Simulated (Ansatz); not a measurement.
Start from ZnSe in the zinc blende structure (space group F-43m, No. 216; a = 5.666 Å). Axes: x, y, z lie along the cube axes.

The values are results of Kohn–Sham DFT with the r2SCAN functional, run in Ansatz (a first-principles code) with PAW and 500 eV plane waves, no SOC, not measurements.

Strains are applied to the cell and any free atomic positions relax; under biaxial strain the out-of-plane vector relaxes too.

One change was made to it. Results:

The volume per atom goes up by 0.27 Å³ (22.73 Å³ → 23.00 Å³); the valence-band top at Γ (three highest levels, from the VBM) becomes 0.00, -0.12, -0.12 eV (base: 0.00, 0.00, 0.00 eV); the electron mass is still 0.12 mₑ (at Γ).

Q: Which change produced these results?
A) biaxial strain +0.50 %, plane normal [001], relaxed out of plane
B) biaxial strain +1.50 %, plane normal [001], relaxed out of plane
C) biaxial strain +2.50 %, plane normal [001], relaxed out of plane

A: B, biaxial strain +1.50 %, plane normal [001], relaxed out of plane. For comparison, the valence-band top at Γ in the other runs: biaxial strain +0.50 %, plane normal [001], relaxed out of plane gives 0.00, -0.04, -0.04 eV; biaxial strain +2.50 %, plane normal [001], relaxed out of plane gives 0.00, -0.18, -0.18 eV.

The levels and masses belong to the bands next to the band gap. Masses are band curvatures over ±0.01 Å⁻¹ around the edge. No phonon test of stability was made.
